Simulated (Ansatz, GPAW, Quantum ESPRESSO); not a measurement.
**One structure in several programs: La3Hg (I4/mmm, 4 atoms in the cell)**

Self-consistent single point, at a second geometry (lattice scaled by 0.98). First geometry:

```
La3Hg
1.0
   -2.47086     2.47086     5.22091
    2.47086    -2.47086     5.22091
    2.47086     2.47086    -5.22091
La Hg
3 1
Direct
  0.75000   0.25000   0.50000
  0.25000   0.75000   0.50000
  0.50000   0.50000   0.00000
  0.00000   0.00000   0.00000
```

Shared settings, as Ansatz (a first-principles code) writes them: kpoints.mp_grid.grid = 7 7 7; scf.occupations.method = fermi_dirac; scf.occupations.width = 0.1 eV. Potentials and cutoffs stand in the table.

| code | model | ΔF from the first geometry (meV/atom) | pressure (GPa) | cutoff |
|---|---|---|---|---|
| Quantum ESPRESSO | LDA (PZ), GBRV 1.5 ultrasoft (LDA) pseudopotentials | -37.7 | -2.12 | 40 Ry |
| GPAW | LDA (Perdew-Wang 92), GPAW PAW datasets LDA (gpaw-data 1.0.1) | -36.8 | -2.03 | 850 eV |
| Ansatz | LDA (PW92), PAW files made with PBE | -40.0 | -2.35 | 420 eV |

On Ansatz's run: spin-orbit coupling is off.

The spread over the programs that give each value: ΔF from the first geometry within 3.2 meV/atom; pressure within 0.32 GPa.

Ansatz's pressure is given at a fixed set of plane waves, as the other plane-wave codes print theirs. The same LDA comes in different parametrisations, which differ slightly.

The starting cell comes from a database of computed structures (which also holds hypothetical and non-ambient phases and stackings), without a prior relaxation at this level. Its lattice was rescaled by a random factor within 2.5 % of one. For this run, on top of that: lattice scaled by 0.98.

Left out of this page: FLEUR (with a known weakness of the program).

Keys are those of Ansatz 0.2.
